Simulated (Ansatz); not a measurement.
Amorphous IGZO (In6Ga6Zn14O32), 58 atoms at 5.59 g/cm³, one PBE-relaxed geometry, zone centre. Methods: PBE, scalar-relativistic without spin-orbit coupling (Ansatz, a program for electronic structure); r2SCAN, scalar-relativistic without spin-orbit coupling (Ansatz); HSE06, scalar-relativistic without spin-orbit coupling (Ansatz). Plane waves to 420 eV (r2SCAN 500 eV); exact exchange is cut at the cell's faces. At PBE the levels at the filled edge of the gap are localised (band-tail or defect states). All rungs ran without spin polarisation.

It comes from a melt-quench run on a machine-learned potential (CHGNet), relaxed afterwards by DFT. O atoms were pushed apart under 1.9 Å during the dynamics, to hinder bonds among them. The hot cell started wider than the set density and was brought back towards it in steps. It is the lowest in DFT energy of 2 quenches. It is a model cell: composition and starting density were chosen by hand, and all elements were melted together. No dispersion term was used. A short ab initio anneal came between quench and relaxation. Its density started from a set value of 5.80 and ended at 5.59 g/cm³. The quench (nominally 170 K/ps over its main leg) was far faster than any real one, so the model tends to hold more defects than a real film. One small periodic cell is one sample of the glass; other quenches scatter about these values. The volume was free in the relaxation, at fixed shape. Stress components on the final sampling reach 2.9 GPa.

The relaxation ran on the zone centre alone. At PBE the level gap is 0.64 eV on a 2×2×2 Γ-centred mesh, and the spacing at the zone centre alone 0.63 eV.

Task: What zone-centre spacing does r2SCAN give, roughly?

Result: 1.06 eV (+0.43 eV against PBE).

Task: What zone-centre spacing does HSE06 give, roughly?

Result: 2.20 eV (+1.57 eV against PBE).

The highest filled and the lowest empty state spread over these numbers of atoms (participation numbers): PBE: 6.8 and 54.8; r2SCAN: 7.1 and 53.9; HSE06: 6.8 and 53.2.
